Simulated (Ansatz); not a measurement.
A self-consistent single point of Lu₃GaC (Pm-3m, 5 atoms in the cell) with Ansatz (a program for electronic structure).

Method of the run: PBEsol, default PAW files made with PBE (plane waves; Ansatz).

```yaml
crystal:
  lattice:
    - [4.68575, 0.00000, 0.00000]
    - [0.00000, 4.68575, 0.00000]
    - [0.00000, 0.00000, 4.68575]
  atoms:
    - { symbol: Lu, position: [0.50000, 0.00000, 0.00000] }
    - { symbol: Lu, position: [0.00000, 0.50000, 0.00000] }
    - { symbol: Lu, position: [0.00000, 0.00000, 0.50000] }
    - { symbol: Ga, position: [0.50000, 0.50000, 0.50000] }
    - { symbol: C, position: [0.00000, 0.00000, 0.00000] }
```

Reference input (self-consistent single point, DFT, PBEsol, plane waves, default PAW files made with PBE): basis.ecutwfc = 420 eV; kpoints.mp_grid.grid = 9 9 9; hamiltonian.xc = pbesol; hamiltonian.pseudopotentials = {kind: paw} (the program's default PAW files); scf.occupations.method = cold; scf.occupations.width = 0.2 eV. This run's input differs from it in these lines:

Ansatz 0.2 input:
```diff
@@ -13,3 +13,3 @@
 basis:
-  ecutwfc: 420.0
+  ecutwfc: 735.0
 kpoints:
```

Output, abridged:

```
SCF iter   1: F=—  HF=-47827.070128 eV  |F-HF|=—  |Δ(HF+E_count)|=         —  Δρ=6.16e-3  dr2=8.31e-2  ethr=1.77e-3  ⟨swp⟩=6.1  Hψ=8379  notcnv=0
all-band conjugate gradients solve this SCF's bands
preconditioner: auto → Kerker (q_TF=auto, 2.678 Å⁻¹)
SCF iter   2: F=—  HF=-47827.052447 eV  |F-HF|=—  |Δ(HF+E_count)|=   1.77e-2  S|Δr|=    0.00e0  Δρ=2.16e-3  dr2=1.50e-2  ethr=9.03e-5  ⟨swp⟩=2.0  Hψ=3913  notcnv=0
   [... lines left out ...]
SCF iter   7: F=—  HF=-47827.048476 eV  |F-HF|=—  |Δ(HF+E_count)|=   7.44e-5  S|Δr|=    0.00e0  Δρ=6.04e-5  dr2=4.24e-6  ethr=3.70e-8  ⟨swp⟩=2.0  Hψ=3050  notcnv=0
SCF iter   8: F=—  HF=-47827.048475 eV  |F-HF|=—  |Δ(HF+E_count)|=   1.03e-6  S|Δr|=    0.00e0  Δρ=3.01e-5  dr2=3.91e-7  ethr=4.61e-9  ⟨swp⟩=2.0  Hψ=3439  notcnv=0
SCF iter   9: F=-47827.048475 eV  HF=-47827.048475 eV  |F-HF|=2.62e-8  |Δ(HF+E_count)|=   7.30e-8  S|Δr|=    0.00e0  Δρ=1.42e-5  dr2=9.75e-8  ethr=1.09e-10  ⟨swp⟩=12.6  Hψ=12665  notcnv=0
SCF 1 converged in 9 iterations: F = -47827.048475 eV  dr2 = 9.75e-8
Stability not checked (fill_not_monotonic)
Free energy (F): -47827.048475 eV
Internal energy: -47827.107240 eV  (E = F + TS)
E sigma→0 (E₀):  -47827.068064 eV
Entropy (-TS):   0.058765 eV (11.753 meV/atom)
Fermi energy:    13.359184 eV
--- Forces (eV/Å), atoms counted from 1 ---
  atom   1  Lu    -0.00000000    -0.00000000     0.00000000
   [... zero for the other atoms too ...]
--- Stress (GPa, compression-positive) ---
       -2.066712       0.000000       0.000000
        0.000000      -2.066712       0.000000
        0.000000       0.000000      -2.066712
  P = ⅓ Tr σ = -2.0667 GPa (-20.667 kbar)
  The stress holds the Pulay correction. Without it, at fixed plane waves, as pw.x and ABINIT print it: P = -2.0697 GPa
```

The run converged in 9 iterations. Against the reference run the free energy drops by 1.8 meV/atom and the pressure hardly changes (-2.05 to -2.07 GPa).

The starting cell comes from a database of computed structures (which also holds hypothetical and non-ambient phases and stackings), without a prior relaxation at this level. Ansatz's pressure includes its estimate of the finite-basis (Pulay) stress.
